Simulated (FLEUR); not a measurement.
Band structure of Na₃Ga (Pm-3m, 4 atoms in the cell).

```
Na3Ga
1.0
    4.94161     0.00000     0.00000
    0.00000     4.94161     0.00000
    0.00000     0.00000     4.94161
Na Ga
3 1
Direct
  0.50000   0.00000   0.50000
  0.00000   0.50000   0.50000
  0.50000   0.50000   0.00000
  0.00000   0.00000   0.00000
```

Method: LDA (Vosko-Wilk-Nusair), all-electron FLAPW (FLEUR), scalar-relativistic valence.

Settings: Kmax = 3.8 1/bohr; GmaxXC = 13.3 1/bohr; xcFunctional = vwn; jspins = 1; l_soc = F; mode = hist; fermiSmearingEnergy = 0.00499791 Htr; mesh (inpgen div1-3) = 9 9 9; inpgen gamma flag = false; Gmax = 13.3 1/bohr; numbands = 0; maxIterBroyd = 25; imix = Anderson; alpha = 0.05.

The starting cell comes from a database of computed structures (which also holds hypothetical and non-ambient phases and stackings), without a prior relaxation at this level. Its lattice was rescaled by a random factor within 2.5 % of one. Values depend on the basis (sphere radii, cutoffs, local orbitals), which need not be converged.

Levels in eV from the Fermi level, bands 17 to 24:
| point | 17 | 18 | 19 | 20 | 21 | 22 | 23 | 24 |
|---|---|---|---|---|---|---|---|---|
| Γ | -14.87 | -6.17 | -0.47 | 0.64 | 0.64 | 0.64 | 2.96 | 2.96 |
| X | -14.87 | -5.68 | -2.48 | 1.19 | 1.19 | 1.82 | 2.36 | 3.60 |
| M | -14.87 | -5.32 | -1.38 | -1.38 | -0.44 | 1.62 | 3.57 | 4.92 |
| R | -14.87 | -5.04 | -0.59 | -0.59 | -0.59 | 0.74 | 1.42 | 1.42 |
